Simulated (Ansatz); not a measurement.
Data:

```yaml
crystal:
  lattice:
    - [5.09744, 0.00000, 0.00000]
    - [-2.54872, 4.41451, 0.00000]
    - [0.00000, 0.00000, 5.59293]
  atoms:
    - { symbol: Si, position: [0.48878, 0.48878, 0.00000] }
    - { symbol: Si, position: [0.51122, 0.00000, 0.66667] }
    - { symbol: Si, position: [0.00000, 0.51122, 0.33333] }
    - { symbol: O, position: [0.41720, 0.18501, 0.85244] }
    - { symbol: O, position: [0.81499, 0.23218, 0.51910] }
    - { symbol: O, position: [0.18501, 0.41720, 0.14756] }
    - { symbol: O, position: [0.58280, 0.76782, 0.81423] }
    - { symbol: O, position: [0.23218, 0.81499, 0.48090] }
    - { symbol: O, position: [0.76782, 0.58280, 0.18577] }
```

No spin polarisation.

The values are results of PBE/PAW in Ansatz (a first-principles code), without spin-orbit coupling, not measurements. Γ-centred 8×8×6 mesh, Fermi–Dirac width 0.05 eV.

Question: Estimate the width of the top valence band.

Answer: 0.61 eV.

Question: What is the computed band gap?

Answer: 5.54 eV.

Question: Predict the gap character.

Answer: Indirect, M → Γ.

The cells carry an imposed strain or load. No phonon test of stability was made. The cell was made from SiO₂ (space group P3_221, No. 154) by this change: isotropic strain +1.50 %.
